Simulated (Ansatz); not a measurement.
**W: isotropic strain −2.50 %**

Take W in the bcc (W type) structure (space group Im-3m, No. 229; a = 3.135 Å; relaxed with 0.1 eV smearing) as the base.

One thing is altered: an isotropic linear strain of −2.50 %; the atoms relax in the strained cell.

All numbers come from LDA, PAW, 420 eV (Ansatz, a quantum-chemistry and plane-wave program; spin-orbit coupling left out). Settings: 29×29×29 k-points, 0.1 eV Fermi–Dirac smearing.

* **Volume per atom**: 14.28 Å³ (base 15.41 Å³)
* **Space group**: Im-3m (No. 229) (base Im-3m (No. 229))
* **Shortest interatomic distance**: 2.647 Å (base 2.715 Å)
* **Energy relative to the base (free energy F)**: +98 meV/atom
* **Pressure**: 29.8 GPa (base 0.0 GPa)
* **Band gap**: zero (base zero)

Cost of the whole job for the changed cell (relaxation, final SCF and bands): roughly 11 core-seconds.

Whether these cells are dynamically stable was not tested. The final runs are not spin-polarised.
